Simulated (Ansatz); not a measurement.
Consider CuI in the zinc blende structure (space group F-43m, No. 216).

```
CuI
1.0
    0.00000     2.96966     2.96966
    2.96966     0.00000     2.96966
    2.96966     2.96966     0.00000
Cu I
1 1
Direct
  0.00000   0.00000   0.00000
  0.25000   0.25000   0.25000
```

All numbers come from PBEsol in Ansatz (plane waves to 420 eV, PAW, no spin-orbit coupling).

Strains are applied to the cell and any free atomic positions relax.

One change was made to it. Results:

The band gap grows by 0.23 eV (1.17 eV → 1.40 eV); the energy grows by 25 meV/atom; the electron mass changes from 0.14 mₑ (at Γ) to 0.15 mₑ (at Γ).

**Question.** Which change produced these results?
A) isotropic strain −2.50 %
B) isotropic strain −2.00 %
C) isotropic strain −1.00 %

**Answer.** A, isotropic strain −2.50 %. For comparison, the band gap in the other runs: isotropic strain −2.00 % gives 1.35 eV; isotropic strain −1.00 % gives 1.26 eV.

Spin-orbit coupling, missing from the scalar runs, can matter with I. Masses are band curvatures over ±0.01 Å⁻¹ around the edge. Whether these cells are dynamically stable was not tested. All final runs are without spin polarisation.

Ansatz is a program for electronic structure.
